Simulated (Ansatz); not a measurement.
# Response to strain in W

Take W in the bcc (W type) structure (space group Im-3m, No. 229; relaxed with 0.1 eV smearing) as the base.

```yaml
crystal:
  lattice:
    - [-1.57711, 1.57711, 1.57711]
    - [1.57711, -1.57711, 1.57711]
    - [1.57711, 1.57711, -1.57711]
  atoms:
    - { symbol: W, position: [0.00000, 0.00000, 0.00000] }
```

Cartesian axes are those of the cell as printed.

Strains are applied to the cell and any free atomic positions relax.

Method: PBEsol (Ansatz, an electronic-structure program; PAW; 420 eV plane waves; no SOC).

Notes on the quantities. energy relative to the base: free energy F.

```csv
uniaxial strain ε_zz (%),energy relative to the base (meV/atom)
-3,25.6
-2.5,17.6
-2,11.1
-1.5,6.2
-1,?
-0.5,0.7
0,0.0
```

Q: Fit ΔE = Aε² + Bε³ (ε in %) to the rows shown and predict the withheld row.

A: Least squares on the printed values gives A = 2.66 and B = -0.063 meV/atom (largest residual 0.0 meV/atom); this predicts 2.7 meV/atom, and the run gives 2.7 meV/atom, in agreement.

Whether these cells are dynamically stable was not tested. All final runs are without spin polarisation.
